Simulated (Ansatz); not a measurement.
An Ansatz (a first-principles code) input (PBEsol, PAW, 420 eV (Ansatz; no spin-orbit coupling), earlier PAW set):

Ansatz 0.2 input:
```yaml
crystal:
  lattice:
    - [0, 3.5460172217, 3.5460172217]
    - [3.5460172217, 0, 3.5460172217]
    - [3.5460172217, 3.5460172217, 0]
  atoms:
    - { symbol: I, position: [0.75, 0.75, 0.75] }
    - { symbol: Hg, position: [0, 0, 0] }
basis: { ecutwfc: 420, ecutrho_ratio: 4, xc_grid: 2, fft_grid_basis: typed }
kpoints: { mp_grid: { grid: [11, 11, 11] } }
hamiltonian:
  xc: pbesol
  dispersion: none
  pseudopotentials: { azcp: { folder: ./paw }, kind: paw }
scf: { occupations: { method: fermi_dirac, width: 0.05 }, convergence: { dr2_threshold: 0.0000000002 } }
output: { forces: true, stress: true }
checkpoint: { write: state.ck, write_every: 1000 }
```

Q: Which symmetry and how many k-points will the program report, and about how many plane waves at Γ?

A: Space group F-43m (ITA 216) with 24 operations, k-points 56 of 1331, and 1807 plane waves at Γ.

Whether these cells are dynamically stable was not tested. The final runs are not spin-polarised. An odd electron count without spin: HgI. The cell was made from HgTe by this change: Te → I; the result is a hypothetical phase, not in the database extracts checked.
